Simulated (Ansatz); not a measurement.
Consider CsPbCl3 in the cubic perovskite structure (space group Pm-3m, No. 221; a = 5.6188 Å).

Structures relaxed with Ansatz (an electronic-structure program) PBEsol, no SOC.

Base:

Simulated powder pattern, Co Kα, λ = 1.79026 Å (kinematic, ideal powder, no thermal factors, no anomalous dispersion; the 14 strongest lines at most, above 2 %, up to 2θ = 90°):

```json
[
 {"2θ (°)": "18.33", "I/Imax (%)": "16", "hkl": "(100)"},
 {"2θ (°)": "26.04", "I/Imax (%)": "100", "hkl": "(110)"},
 {"2θ (°)": "37.16", "I/Imax (%)": "46", "hkl": "(200)"},
 {"2θ (°)": "41.74", "I/Imax (%)": "8.4", "hkl": "(210)"},
 {"2θ (°)": "45.94", "I/Imax (%)": "47", "hkl": "(211)"},
 {"2θ (°)": "53.56", "I/Imax (%)": "32", "hkl": "(220)"},
 {"2θ (°)": "57.10", "I/Imax (%)": "4.4", "hkl": "(300)"},
 {"2θ (°)": "60.50", "I/Imax (%)": "22", "hkl": "(310)"},
 {"2θ (°)": "66.99", "I/Imax (%)": "11", "hkl": "(222)"},
 {"2θ (°)": "73.18", "I/Imax (%)": "26", "hkl": "(321)"},
 {"2θ (°)": "79.17", "I/Imax (%)": "5.3", "hkl": "(400)"},
 {"2θ (°)": "82.12", "I/Imax (%)": "2.7", "hkl": "(322)"},
 {"2θ (°)": "85.05", "I/Imax (%)": "14", "hkl": "(330)"}
]
```

Modification: full substitution Cs → Ba, then cell and atoms are relaxed.

After the change:

Simulated powder pattern, Co Kα, λ = 1.79026 Å (kinematic, ideal powder, no thermal factors, no anomalous dispersion; the 14 strongest lines at most, above 2 %, up to 2θ = 90°):

```
2θ (°)  I/Imax (%)    hkl
------  ----------  -----
18.42           15  (100)
26.17          100  (110)
37.34           46  (200)
41.94          8.0  (210)
46.17           47  (211)
53.84           32  (220)
57.39          4.2  (300)
60.82           22  (310)
67.35           11  (222)
73.58           26  (321)
79.62          5.3  (400)
82.59          2.6  (410)
85.54           14  (330)
```

The indices refer to each structure's own conventional cell; one index is shown for lines that coincide.

Whether these cells are dynamically stable was not tested. As relaxed here, BaPbCl3 is a hypothetical phase, not in the database extracts checked. All final runs are without spin polarisation. An odd electron count without spin: BaPbCl3. Many cubic perovskites are stable only at high temperature; tilts and polar distortions were not tested. This is not the structure that CsPbCl3 has at room temperature and ambient pressure.
